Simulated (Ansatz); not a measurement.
System: 1T (CdI2-type) MgI2. Method: r²SCAN+rVV10 (PAW; Ansatz, a program for electronic structure).

**Question.** Predict the interlayer binding energy, layer repeat distance and gap between the layers.

**Answer.** 
- interlayer binding energy = 11.7 meV/Å²
- layer repeat distance = 6.879 Å
- gap between the layers = 3.542 Å

Spin–orbit coupling is not included.

The result took around 5 core-minutes (rough).
